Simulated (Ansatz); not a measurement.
Sr₂Ta₂O₇ (Cmc2₁, No. 36, 22 atoms in the cell; start mp-13664) was calculated with PBEsol (Ansatz, an electronic-structure program, PAW).

Run with plane-wave cutoff 520 eV, 10×10×6 k mesh (along the axes of the cell as run), Fermi–Dirac smearing 0.01 eV, scalar-relativistic PAW data made under PBE.

Cell (relaxed with PBEsol):

```
CELL_PARAMETERS angstrom
      1.97381   -13.61728     0.00000
      1.97381    13.61728     0.00000
      0.00000     0.00000     5.67602
ATOMIC_POSITIONS crystal
  Sr 0.44637 0.55363 0.23574
  Sr 0.55363 0.44637 0.73574
  Sr 0.28556 0.71444 0.75110
  Sr 0.71444 0.28556 0.25110
  Ta 0.94522 0.05478 0.73917
  Ta 0.05478 0.94522 0.23917
  Ta 0.84041 0.15959 0.24366
  Ta 0.15959 0.84041 0.74366
  O  0.20807 0.79193 0.51035
  O  0.79193 0.20807 0.01035
  O  0.10155 0.89845 0.48659
  O  0.89845 0.10155 0.98659
  O  0.64913 0.35087 0.73915
  O  0.35087 0.64913 0.23915
  O  0.54673 0.45327 0.23709
  O  0.45327 0.54673 0.73709
  O  0.00244 0.99756 0.49918
  O  0.99756 0.00244 0.99918
  O  0.90307 0.09693 0.46889
  O  0.09693 0.90307 0.96889
  O  0.79499 0.20501 0.48938
  O  0.20501 0.79499 0.98938
```

Question: Predict the band gap.

Answer: 
band gap: 2.96 eV

Spin–orbit coupling is not included.

Static lattice: no zero-point or thermal effects.

The result took roughly 15 core-minutes.

A start named mp-… is a Materials Project structure, which need not be a measured phase.
